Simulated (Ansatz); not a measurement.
Checking a run of Ansatz (a first-principles code) on TiRh3 (Pm-3m, 4 atoms in the cell). The aim is a self-consistent single point with DFT, LDA (PW92), plane waves, default PAW files made with PBE.

Cell that was meant: a = 3.8220 Å, b = 3.8220 Å, c = 3.8220 Å, α = 90.00°, β = 90.00°, γ = 90.00°.

Part of the input:

```yaml
crystal:
  lattice:
    - [2.022515, 0.000000, 0.000000]
    - [0.000000, 2.022515, 0.000000]
    - [0.000000, 0.000000, 2.022515]
  atoms:
    - { symbol: Ti, position: [0.000000, 0.000000, 0.000000] }
    - { symbol: Rh, position: [0.000000, 0.500000, 0.500000] }
```

Log, with long lists cut:

```
WARN basis.ecutwfc = 420 eV, the default
WARN ansatz: RAYON_NUM_THREADS=1 ignored (pool sized by the plan → 1); use --threads N
   [... lines left out ...]
PAW frozen core: Rh, regenerated for the run's functional, and the local potential with it
Initial density: superposition of atomic densities (neutral atoms: chi_scale 0, normalization atom), corrected by the library's trained network
Initial wavefunctions: pseudopotential atomic-orbital guess
Eigensolver: davidson
Functional: x = slater, c = lda
SCF iter   1: F=—  HF=-21339.438323 eV  |F-HF|=—  |Δ(HF+E_count)|=         —  Δρ=5.91e0  dr2=2.16e3  ethr=1.77e-3  ⟨swp⟩=37.4  Hψ=12893  notcnv=0  defer=8
all-band conjugate gradients solve this SCF's bands
preconditioner: auto → LDOS
SCF iter   2: F=—  HF=-20681.799995 eV  |F-HF|=—  |Δ(HF+E_count)|=    6.58e2  Δρ=2.58e0  dr2=1.79e2  ethr=1.77e-3  ⟨swp⟩=11.6  Hψ=6645  notcnv=0  defer=31
   [... lines left out ...]
SCF iter   7: F=—  HF=-20605.946050 eV  |F-HF|=—  |Δ(HF+E_count)|=   1.54e-4  Δρ=8.79e-4  dr2=2.39e-5  ethr=3.35e-7  ⟨swp⟩=3.9  Hψ=1920  notcnv=0  defer=31
SCF iter   8: F=—  HF=-20605.946038 eV  |F-HF|=—  |Δ(HF+E_count)|=   1.15e-5  Δρ=2.08e-4  dr2=1.48e-6  ethr=3.80e-8  ⟨swp⟩=2.9  Hψ=1413  notcnv=0  defer=31
SCF iter   9: F=-20605.946038 eV  HF=-20605.946038 eV  |F-HF|=1.68e-8  |Δ(HF+E_count)|=   5.68e-7  Δρ=1.71e-5  dr2=9.06e-9  ethr=1.59e-10  ⟨swp⟩=24.5  Hψ=7843  notcnv=0
SCF 1 converged in 9 iterations: F = -20605.946038 eV  dr2 = 9.06e-9
Free energy (F): -20605.946038 eV
Internal energy: -20605.941700 eV  (E = F + TS)
E sigma→0 (E₀):  -20605.943869 eV
Entropy (-TS):   -0.004337 eV (-1.084 meV/atom)
Fermi energy:    143.549870 eV
--- Forces (eV/Å), atoms counted from 1 ---
  atom   1  Ti    -0.00000000     0.00000000    -0.00000000
   [... zero for the other atoms too ...]
--- Stress (GPa, compression-positive) ---
    23151.951380       0.000000       0.000000
        0.000000   23151.951380      -0.000000
        0.000000      -0.000000   23151.951380
  P = ⅓ Tr σ = 23151.9514 GPa (231519.514 kbar)
  The stress holds the Pulay correction. Without it, at fixed plane waves, as pw.x and ABINIT print it: P = 23073.3502 GPa
```

Question: Can these results be used? Check the input.

Answer: The run is not sound. The fault is this: lattice multiplied by the bohr radius once too often. Bohr and ångström differ by a factor of 1.89; the cell that the program reads is then far too large or far too small. To fix it, give the lengths in the unit that the key or card expects. The run converged in 9 iterations without an error; against the sound input the free energy rises by 171 eV/atom and the pressure goes from -10.28 to 23150 GPa.

The sound input it was made from differs as follows (other fixes are possible):
```diff
-    - [2.022515, 0.000000, 0.000000]
-    - [0.000000, 2.022515, 0.000000]
-    - [0.000000, 0.000000, 2.022515]
+    - [3.822000, 0.000000, 0.000000]
+    - [0.000000, 3.822000, 0.000000]
+    - [0.000000, 0.000000, 3.822000]
```

With that input, the run converged in 7 iterations: free energy E − TS (on the zero of these files) -21288.8009 eV; Fermi level (on the code's own zero) 20.20 eV; pressure -10.28 GPa (DFT, LDA (PW92), plane waves, default PAW files made with PBE).

On the sound input: the starting cell comes from a database of published, mostly measured structures (it also holds non-ambient and calculated ones), without a prior relaxation at this level. Spin polarisation is off. With a pressure of about -10 GPa the cell is away from its equilibrium volume at this level. Ansatz's pressure includes its estimate of the finite-basis (Pulay) stress.

Keys are those of Ansatz 0.2.
